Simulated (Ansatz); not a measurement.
We consider CuAu3 (I4/mmm, No. 139, 4 atoms in the cell; start mp-1184018; a measured phase of this formula has another space group), described by LDA in Ansatz (PAW).

Numerical settings: plane-wave cutoff 520 eV, 20×20×20 k mesh, Fermi–Dirac smearing 0.05 eV, no spin polarisation, scalar-relativistic PAW data made under PBE.

Cell (relaxed at this level):

```yaml
crystal:
  lattice:
    - [-1.96095, 1.96095, 3.97671]
    - [1.96095, -1.96095, 3.97671]
    - [1.96095, 1.96095, -3.97671]
  atoms:
    - { symbol: Cu, position: [0.00000, 0.00000, 0.00000] }
    - { symbol: Au, position: [0.75000, 0.25000, 0.50000] }
    - { symbol: Au, position: [0.25000, 0.75000, 0.50000] }
    - { symbol: Au, position: [0.50000, 0.50000, 0.00000] }
```

**Question.** Estimate the bulk modulus B0 that the calculation returns.

**Answer.** 
- bulk modulus B0 = 192 GPa

Note: the run has no spin polarisation, so it can have missed a magnetic state; the bulk modulus is −V dP/dV from two relaxed cells at ±2 % in volume; the relaxation could not lower the start's symmetry, so the cell can be a saddle point above a distorted one.

Spin–orbit coupling is not included; it can shift volumes and moduli of such heavy elements.

Static lattice: no zero-point or thermal effects.

A start named mp-… is a Materials Project structure, which need not be a measured phase.

Ansatz is an electronic-structure program.
